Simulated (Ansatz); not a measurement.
Electronic density of states of amorphous As₂₄Sb₂₄, density 6.50 g/cm³, on a 2×2×2 Γ-centred mesh with a Gaussian width of 0.1 eV; energies count from the Fermi level. Cell and mesh are small, so fine structure isn't converged. Calculation: PBE-D3(BJ), scalar-relativistic without spin-orbit coupling (plane waves to 420 eV, PAW; Ansatz, an electronic-structure program). Sampling: a 2×2×2 Γ-centred mesh; Fermi-Dirac width 0.05 eV; no spin polarisation. The levels at the Fermi energy are partly filled. A closed spacing in one fast-quenched cell at PBE doesn't show the material to be a metal.

The cell was made by melting and quenching with the CHGNet potential and then relaxed with DFT. The hot cell started wider than the set density and was brought back towards it in steps. It is the lowest in DFT energy of 3 quenches. It is a model cell: composition and starting density were chosen by hand, and all elements were melted together. The geometry includes D3(BJ) dispersion. Its density started from a set value of 5.63 and ended at 6.50 g/cm³. The simulated quench (nominally 53 K/ps over its main leg) is rapid and tends to freeze in more defects than a deposited or slowly cooled glass has. A cell of this size samples the disorder only roughly. Volume and shape were free in the relaxation. Stress components on the final sampling reach 0.9 GPa. On a 2×2×2 Γ-centred mesh force components of up to 0.39 eV/Å stay, since the relaxation ran on one k-point at (1/4, 1/4, 1/4).

```json
[
 {"E - EF (eV)": "-12.00", "states/(eV atom)": "0.18"},
 {"E - EF (eV)": "-11.90", "states/(eV atom)": "0.24"},
 {"E - EF (eV)": "-11.80", "states/(eV atom)": "0.25"},
 {"E - EF (eV)": "-11.70", "states/(eV atom)": "0.29"},
 {"E - EF (eV)": "-11.60", "states/(eV atom)": "0.29"},
 {"E - EF (eV)": "-11.50", "states/(eV atom)": "0.24"},
 {"E - EF (eV)": "-11.40", "states/(eV atom)": "0.27"},
 {"E - EF (eV)": "-11.30", "states/(eV atom)": "0.29"},
 {"E - EF (eV)": "-11.20", "states/(eV atom)": "0.37"},
 {"E - EF (eV)": "-11.10", "states/(eV atom)": "0.39"},
 {"E - EF (eV)": "-11.00", "states/(eV atom)": "0.30"},
 {"E - EF (eV)": "-10.90", "states/(eV atom)": "0.34"},
 {"E - EF (eV)": "-10.80", "states/(eV atom)": "0.34"},
 {"E - EF (eV)": "-10.70", "states/(eV atom)": "0.25"},
 {"E - EF (eV)": "-10.60", "states/(eV atom)": "0.29"},
 {"E - EF (eV)": "-10.50", "states/(eV atom)": "0.37"},
 {"E - EF (eV)": "-10.40", "states/(eV atom)": "0.35"},
 {"E - EF (eV)": "-10.30", "states/(eV atom)": "0.34"},
 {"E - EF (eV)": "-10.20", "states/(eV atom)": "0.36"},
 {"E - EF (eV)": "-10.10", "states/(eV atom)": "0.39"},
 {"E - EF (eV)": "-10.00", "states/(eV atom)": "0.38"},
 {"E - EF (eV)": "-9.90", "states/(eV atom)": "0.36"},
 {"E - EF (eV)": "-9.80", "states/(eV atom)": "0.34"},
 {"E - EF (eV)": "-9.70", "states/(eV atom)": "0.38"},
 {"E - EF (eV)": "-9.60", "states/(eV atom)": "0.36"},
 {"E - EF (eV)": "-9.50", "states/(eV atom)": "0.34"},
 {"E - EF (eV)": "-9.40", "states/(eV atom)": "0.36"},
 {"E - EF (eV)": "-9.30", "states/(eV atom)": "0.32"},
 {"E - EF (eV)": "-9.20", "states/(eV atom)": "0.37"},
 {"E - EF (eV)": "-9.10", "states/(eV atom)": "0.37"},
 {"E - EF (eV)": "-9.00", "states/(eV atom)": "0.34"},
 {"E - EF (eV)": "-8.90", "states/(eV atom)": "0.34"},
 {"E - EF (eV)": "-8.80", "states/(eV atom)": "0.34"},
 {"E - EF (eV)": "-8.70", "states/(eV atom)": "0.28"},
 {"E - EF (eV)": "-8.60", "states/(eV atom)": "0.30"},
 {"E - EF (eV)": "-8.50", "states/(eV atom)": "0.30"},
 {"E - EF (eV)": "-8.40", "states/(eV atom)": "0.29"},
 {"E - EF (eV)": "-8.30", "states/(eV atom)": "0.31"},
 {"E - EF (eV)": "-8.20", "states/(eV atom)": "0.35"},
 {"E - EF (eV)": "-8.10", "states/(eV atom)": "0.36"},
 {"E - EF (eV)": "-8.00", "states/(eV atom)": "0.35"},
 {"E - EF (eV)": "-7.90", "states/(eV atom)": "0.31"},
 {"E - EF (eV)": "-7.80", "states/(eV atom)": "0.27"},
 {"E - EF (eV)": "-7.70", "states/(eV atom)": "0.23"},
 {"E - EF (eV)": "-7.60", "states/(eV atom)": "0.30"},
 {"E - EF (eV)": "-7.50", "states/(eV atom)": "0.26"},
 {"E - EF (eV)": "-7.40", "states/(eV atom)": "0.25"},
 {"E - EF (eV)": "-7.30", "states/(eV atom)": "0.25"},
 {"E - EF (eV)": "-7.20", "states/(eV atom)": "0.21"},
 {"E - EF (eV)": "-7.10", "states/(eV atom)": "0.20"},
 {"E - EF (eV)": "-7.00", "states/(eV atom)": "0.14"},
 {"E - EF (eV)": "-6.90", "states/(eV atom)": "0.06"},
 {"E - EF (eV)": "-6.80", "states/(eV atom)": "0.06"},
 {"E - EF (eV)": "-6.70", "states/(eV atom)": "0.04"},
 {"E - EF (eV)": "-6.60", "states/(eV atom)": "0.00"},
 {"E - EF (eV)": "-6.50", "states/(eV atom)": "0.00"},
 {"E - EF (eV)": "-6.40", "states/(eV atom)": "0.00"},
 {"E - EF (eV)": "-6.30", "states/(eV atom)": "0.00"},
 {"E - EF (eV)": "-6.20", "states/(eV atom)": "0.00"},
 {"E - EF (eV)": "-6.10", "states/(eV atom)": "0.00"},
 {"E - EF (eV)": "-6.00", "states/(eV atom)": "0.00"},
 {"E - EF (eV)": "-5.90", "states/(eV atom)": "0.00"},
 {"E - EF (eV)": "-5.80", "states/(eV atom)": "0.00"},
 {"E - EF (eV)": "-5.70", "states/(eV atom)": "0.02"},
 {"E - EF (eV)": "-5.60", "states/(eV atom)": "0.12"},
 {"E - EF (eV)": "-5.50", "states/(eV atom)": "0.28"},
 {"E - EF (eV)": "-5.40", "states/(eV atom)": "0.34"},
 {"E - EF (eV)": "-5.30", "states/(eV atom)": "0.30"},
 {"E - EF (eV)": "-5.20", "states/(eV atom)": "0.38"},
 {"E - EF (eV)": "-5.10", "states/(eV atom)": "0.56"},
 {"E - EF (eV)": "-5.00", "states/(eV atom)": "0.60"},
 {"E - EF (eV)": "-4.90", "states/(eV atom)": "0.52"},
 {"E - EF (eV)": "-4.80", "states/(eV atom)": "0.49"},
 {"E - EF (eV)": "-4.70", "states/(eV atom)": "0.47"},
 {"E - EF (eV)": "-4.60", "states/(eV atom)": "0.55"},
 {"E - EF (eV)": "-4.50", "states/(eV atom)": "0.54"},
 {"E - EF (eV)": "-4.40", "states/(eV atom)": "0.47"},
 {"E - EF (eV)": "-4.30", "states/(eV atom)": "0.55"},
 {"E - EF (eV)": "-4.20", "states/(eV atom)": "0.56"},
 {"E - EF (eV)": "-4.10", "states/(eV atom)": "0.54"},
 {"E - EF (eV)": "-4.00", "states/(eV atom)": "0.53"},
 {"E - EF (eV)": "-3.90", "states/(eV atom)": "0.53"},
 {"E - EF (eV)": "-3.80", "states/(eV atom)": "0.62"},
 {"E - EF (eV)": "-3.70", "states/(eV atom)": "0.57"},
 {"E - EF (eV)": "-3.60", "states/(eV atom)": "0.52"},
 {"E - EF (eV)": "-3.50", "states/(eV atom)": "0.56"},
 {"E - EF (eV)": "-3.40", "states/(eV atom)": "0.62"},
 {"E - EF (eV)": "-3.30", "states/(eV atom)": "0.61"},
 {"E - EF (eV)": "-3.20", "states/(eV atom)": "0.64"},
 {"E - EF (eV)": "-3.10", "states/(eV atom)": "0.64"},
 {"E - EF (eV)": "-3.00", "states/(eV atom)": "0.64"},
 {"E - EF (eV)": "-2.90", "states/(eV atom)": "0.67"},
 {"E - EF (eV)": "-2.80", "states/(eV atom)": "0.65"},
 {"E - EF (eV)": "-2.70", "states/(eV atom)": "0.57"},
 {"E - EF (eV)": "-2.60", "states/(eV atom)": "0.56"},
 {"E - EF (eV)": "-2.50", "states/(eV atom)": "0.60"},
 {"E - EF (eV)": "-2.40", "states/(eV atom)": "0.63"},
 {"E - EF (eV)": "-2.30", "states/(eV atom)": "0.58"},
 {"E - EF (eV)": "-2.20", "states/(eV atom)": "0.66"},
 {"E - EF (eV)": "-2.10", "states/(eV atom)": "0.71"},
 {"E - EF (eV)": "-2.00", "states/(eV atom)": "0.58"},
 {"E - EF (eV)": "-1.90", "states/(eV atom)": "0.56"},
 {"E - EF (eV)": "-1.80", "states/(eV atom)": "0.62"},
 {"E - EF (eV)": "-1.70", "states/(eV atom)": "0.59"},
 {"E - EF (eV)": "-1.60", "states/(eV atom)": "0.52"},
 {"E - EF (eV)": "-1.50", "states/(eV atom)": "0.53"},
 {"E - EF (eV)": "-1.40", "states/(eV atom)": "0.56"},
 {"E - EF (eV)": "-1.30", "states/(eV atom)": "0.56"},
 {"E - EF (eV)": "-1.20", "states/(eV atom)": "0.57"},
 {"E - EF (eV)": "-1.10", "states/(eV atom)": "0.57"},
 {"E - EF (eV)": "-1.00", "states/(eV atom)": "0.52"},
 {"E - EF (eV)": "-0.90", "states/(eV atom)": "0.49"},
 {"E - EF (eV)": "-0.80", "states/(eV atom)": "0.50"},
 {"E - EF (eV)": "-0.70", "states/(eV atom)": "0.46"},
 {"E - EF (eV)": "-0.60", "states/(eV atom)": "0.51"},
 {"E - EF (eV)": "-0.50", "states/(eV atom)": "0.57"},
 {"E - EF (eV)": "-0.40", "states/(eV atom)": "0.52"},
 {"E - EF (eV)": "-0.30", "states/(eV atom)": "0.43"},
 {"E - EF (eV)": "-0.20", "states/(eV atom)": "0.39"},
 {"E - EF (eV)": "-0.10", "states/(eV atom)": "0.35"},
 {"E - EF (eV)": "0.00", "states/(eV atom)": "0.39"},
 {"E - EF (eV)": "0.10", "states/(eV atom)": "0.43"},
 {"E - EF (eV)": "0.20", "states/(eV atom)": "0.42"},
 {"E - EF (eV)": "0.30", "states/(eV atom)": "0.42"},
 {"E - EF (eV)": "0.40", "states/(eV atom)": "0.45"},
 {"E - EF (eV)": "0.50", "states/(eV atom)": "0.44"},
 {"E - EF (eV)": "0.60", "states/(eV atom)": "0.46"},
 {"E - EF (eV)": "0.70", "states/(eV atom)": "0.51"},
 {"E - EF (eV)": "0.80", "states/(eV atom)": "0.54"},
 {"E - EF (eV)": "0.90", "states/(eV atom)": "0.56"},
 {"E - EF (eV)": "1.00", "states/(eV atom)": "0.49"},
 {"E - EF (eV)": "1.10", "states/(eV atom)": "0.51"},
 {"E - EF (eV)": "1.20", "states/(eV atom)": "0.57"},
 {"E - EF (eV)": "1.30", "states/(eV atom)": "0.52"},
 {"E - EF (eV)": "1.40", "states/(eV atom)": "0.50"},
 {"E - EF (eV)": "1.50", "states/(eV atom)": "0.57"},
 {"E - EF (eV)": "1.60", "states/(eV atom)": "0.60"},
 {"E - EF (eV)": "1.70", "states/(eV atom)": "0.60"},
 {"E - EF (eV)": "1.80", "states/(eV atom)": "0.54"},
 {"E - EF (eV)": "1.90", "states/(eV atom)": "0.59"},
 {"E - EF (eV)": "2.00", "states/(eV atom)": "0.63"},
 {"E - EF (eV)": "2.10", "states/(eV atom)": "0.63"},
 {"E - EF (eV)": "2.20", "states/(eV atom)": "0.69"},
 {"E - EF (eV)": "2.30", "states/(eV atom)": "0.71"},
 {"E - EF (eV)": "2.40", "states/(eV atom)": "0.67"},
 {"E - EF (eV)": "2.50", "states/(eV atom)": "0.65"},
 {"E - EF (eV)": "2.60", "states/(eV atom)": "0.63"},
 {"E - EF (eV)": "2.70", "states/(eV atom)": "0.62"},
 {"E - EF (eV)": "2.80", "states/(eV atom)": "0.59"},
 {"E - EF (eV)": "2.90", "states/(eV atom)": "0.64"},
 {"E - EF (eV)": "3.00", "states/(eV atom)": "0.72"},
 {"E - EF (eV)": "3.10", "states/(eV atom)": "0.75"},
 {"E - EF (eV)": "3.20", "states/(eV atom)": "0.75"},
 {"E - EF (eV)": "3.30", "states/(eV atom)": "0.71"},
 {"E - EF (eV)": "3.40", "states/(eV atom)": "0.70"},
 {"E - EF (eV)": "3.50", "states/(eV atom)": "0.65"},
 {"E - EF (eV)": "3.60", "states/(eV atom)": "0.65"}
]
```
